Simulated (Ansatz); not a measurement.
WSe2: response to strain

Base system: WSe$_{2}$ in the 2H-MoS2 type structure (space group P6_3/mmc, No. 194; a = 3.2995 Å, c = 13.1475 Å; layered, stacked along the Cartesian z axis). Axes: x lies along a and z along c of the hexagonal cell.

Strains are applied to the cell and any free atomic positions relax; under biaxial strain the out-of-plane vector relaxes too.

Level of theory: r2SCAN+rVV10 (Ansatz, a quantum-chemistry and plane-wave program, PAW, without spin-orbit coupling), earlier PAW set.

Candidates:
(a) uniaxial strain ε_zz = −1.06 %
(b) isotropic strain +1.22 %
(c) biaxial strain −1.55 %, plane normal [001], relaxed out of plane

For the base:

```
Property               Value
-------------------  -------
Smallest direct gap  1.61 eV
```

Task: Order them by smallest direct gap, lowest first.

Result: (b) isotropic strain +1.22 % (1.48 eV), (a) uniaxial strain ε_zz = −1.06 % (1.60 eV), (c) biaxial strain −1.55 %, plane normal [001], relaxed out of plane (1.83 eV)

Spin-orbit coupling, missing from the scalar runs, can matter with W. Stability against distortions was not tested.
